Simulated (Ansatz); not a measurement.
Base system: SnSe in the GeS type structure (space group Pnma, No. 62; a = 11.492 Å, b = 4.169 Å, c = 4.385 Å; layered, stacked along the Cartesian x axis). Axes: x, y, z lie along a, b, c of the conventional cell.

Calculations: Kohn–Sham DFT with the PBE-D3(BJ) functional, run in Ansatz (a first-principles code) with PAW and 420 eV plane waves, scalar-relativistic without spin-orbit coupling, earlier PAW set.

Strains are applied to the cell and any free atomic positions relax.

One change was made to it. Results:

The largest internal atomic displacement comes out as 0.030 Å; the pressure (mean of the normal stresses, compression positive) goes from zero to 1.09 GPa; the energy increases by 2.3 meV/atom.

### Question
Name the change that was made.
A) uniaxial strain ε_zz = −5.07 %
B) isotropic strain −1.94 %
C) isotropic strain −0.92 %

### Answer
C, isotropic strain −0.92 %. For comparison, the energy relative to the base in the other runs: uniaxial strain ε_zz = −5.07 % gives +11 meV/atom; isotropic strain −1.94 % gives +11 meV/atom.

Whether these cells are dynamically stable was not tested. All final runs are without spin polarisation. Gaps under 0.05 eV, about the width of the smearing, are given as zero. The D3 term's C6 switches between coordination references near this geometry, which can add small steps to energies.
